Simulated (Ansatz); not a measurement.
## HfS2: response to strain

Base system: HfS₂ in the CdI2 type structure (space group P-3m1, No. 164; a = 3.5475 Å, c = 5.5768 Å; layered, stacked along the Cartesian z axis). Axes: x lies along a and z along c of the hexagonal cell.

Strains are applied to the cell and any free atomic positions relax.

All numbers come from DFT with PBEsol-D3(BJ), PAW potentials and a 420 eV plane-wave cutoff in Ansatz (a quantum-chemistry and plane-wave program), scalar-relativistic without spin-orbit coupling.

Notes on the quantities. pressure: mean of the normal stresses, compression positive.

| case | smallest direct gap | pressure | gap character |
|---|---|---|---|
| base | 1.50 eV | 0.1 kbar | – |
| uniaxial strain ε_xx = −3.00 % | 1.20 eV | 20.8 kbar | indirect, Γ → M₂ |
| uniaxial strain ε_xx = −2.00 % | 1.37 eV | 13.5 kbar | indirect, Γ → M₂ |
| uniaxial strain ε_xx = −1.00 % | 1.44 eV | 6.6 kbar | indirect, Γ → M₂ |
| uniaxial strain ε_xx = −0.50 % | 1.47 eV | 3.2 kbar | indirect, Γ → M₂ |
| uniaxial strain ε_xx = +1.00 % | 1.54 eV | -6.1 kbar | indirect, Γ → L₂ |
| uniaxial strain ε_xx = +1.50 % | 1.52 eV | -9.3 kbar | indirect, Γ → L₂ |
| uniaxial strain ε_xx = +2.00 % | 1.49 eV | -12.3 kbar | indirect, Γ → L₂ |
| uniaxial strain ε_xx = +2.50 % | 1.47 eV | -15.1 kbar | indirect, Γ → L₂ |
| uniaxial strain ε_xx = +3.00 % | 1.44 eV | -17.9 kbar | indirect, Γ → L₂ |

With Hf present, leaving out spin-orbit coupling can change the band edges. Stability against distortions was not tested. k-point labels follow each cell's own Brillouin zone.
